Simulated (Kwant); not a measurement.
Model system: wire with a side stub in a ZnO two-dimensional gas. Effective mass 0.3 mₑ, grid spacing 1.3 nm, hard walls, nominal width 40 nm (31 grid rows, so walls 41.6 nm apart), one parabolic valley, scattering region 120 nm long along x; energies count from the band bottom; Fermi energy swept from 0.00062672 to 0.0074423 eV. Closed stub on one side, 26 nm wide and 36 nm deep.

The device is made up for the run: typed textbook-type constants, with dimensions and the other settings drawn at random.

Kwant, effective-mass tight-binding model on a square grid, one spin, coherent transport at 0 K. Conductance is in e²/h.

Problem. How many channels do the leads carry at E = 4.29 meV?

Solution. The hard-wall thresholds are n² ħ²π²/(2mW²) = n² × 0.724 meV with W = 41.6 nm. √(4.29/0.724) = 2.43, so 2.
